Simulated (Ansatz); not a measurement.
Consider CdS in the wurtzite structure (space group P6_3mc, No. 186; a = 4.074 Å, c = 6.637 Å).

Method: LDA in Ansatz (plane waves to 420 eV, PAW, no SOC).

One change was made to it. Results:

The band gap rises by 0.24 eV (1.03 eV → 1.27 eV); the lattice parameter a decreases by 0.351 Å (4.074 Å → 3.723 Å); the valence-band top at Γ (three highest levels, from the VBM) changes from 0.00, 0.00, -0.06 eV to 0.00, 0.00, -0.36 eV; the electron mass becomes 0.12 mₑ along c, 0.15 mₑ across (at Γ) (base: 0.11 mₑ along c, 0.11 mₑ across (at Γ)); the gap character stays direct at Γ.

### Question
Name the change that was made.
(A) pressure −1 GPa
(B) pressure 4.5 GPa
(C) pressure 2.1 GPa
(D) pressure 22.5 GPa
(E) pressure 9 GPa

### Answer
D, pressure 22.5 GPa. For comparison, the valence-band top at Γ in the other runs: pressure 2.1 GPa gives 0.00, 0.00, -0.07 eV; pressure 9 GPa gives 0.00, 0.00, -0.10 eV; pressure −1 GPa gives 0.00, 0.00, -0.06 eV; pressure 4.5 GPa gives 0.00, 0.00, -0.08 eV.

Load acts through the strain it causes; cell and atoms are relaxed under it. Masses are band curvatures over ±0.01 Å⁻¹ around the edge. No phonon test of stability was made. Measured, CdS leaves this structure (for rock salt) near 2.54 GPa (temperature not stated; as listed in Datta, Sujoy, Jana, Debnarayan, arXiv (2020)), on rising pressure, with hysteresis.

Ansatz is a quantum-chemistry and plane-wave program.
